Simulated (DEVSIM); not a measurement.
## double heterostructure, Ge between p- and n-type Si

Structure: double heterostructure, Ge between p- and n-type Si, at 300 K.

```
layer (left to right)  material  thickness (μm)  Nd (cm⁻³)  Na (cm⁻³)  τn (s)  τp (s)
---------------------  --------  --------------  ---------  ---------  ------  ------
1                            Si           0.810          -     1.1e18  9.1e-7  9.1e-7
2                            Ge           0.350     4.4e14          -  9.1e-7  9.1e-7
3                            Si           0.950     7.2e17          -  9.1e-7  9.1e-7
```

Left contact: ohmic. Right contact: ohmic. Voltage is applied to the left contact. Recombination: SRH at mid-gap, radiative. Mobility is μmin + (μ − μmin)/(1 + (N/Nref)^α).

The device is made up for the run: typed textbook-type constants, with dimensions and the other settings drawn at random. Values at 300 K.

```csv
parameter,Si,Ge
gap (eV),1.124,0.664
affinity (eV),4.05,4
permittivity,11.7,16
Nc (cm⁻³),2.86e19,1.04e19
Nv (cm⁻³),3.1e19,6e18
μn (cm²/Vs),1417,3900
μp (cm²/Vs),470,1900
"μn,min",52,150
"μp,min",45,100
"Nref,n",9.7e16,2.6e17
"Nref,p",2.2e17,4e17
αn,0.68,0.56
αp,0.72,0.6
B (cm³/s),4.7e-15,6.4e-14
```

Simulated with DEVSIM: 1D drift-diffusion, Boltzmann statistics, complete ionisation; no tunnelling, impact ionisation, image-force lowering or self-heating. Band offsets follow the typed affinities; no thermionic-emission limit at abrupt steps, no polarisation charge.

The potential step across the device at zero bias is 0.943 V, the dark forward voltage at 1 A/cm² is 0.511 V and the dark forward voltage at 100 A/cm² is 0.745 V.

Dark forward current:

| V (V) | J (A/cm²) |
|---|---|
| 0.05 | 2.9e-5 |
| 0.10 | 0.00012 |
| 0.15 | 0.00043 |
| 0.20 | 0.0015 |
| 0.25 | 0.0054 |
| 0.30 | 0.017 |
| 0.35 | 0.050 |
| 0.40 | 0.13 |
| 0.45 | 0.34 |
| 0.50 | 0.83 |
| 0.55 | 1.9 |
| 0.60 | 4.4 |
| 0.65 | 11 |
| 0.70 | 32 |
| 0.75 | 110 |
| 0.80 | 450 |
| 0.85 | 1700 |
| 0.90 | 5200 |
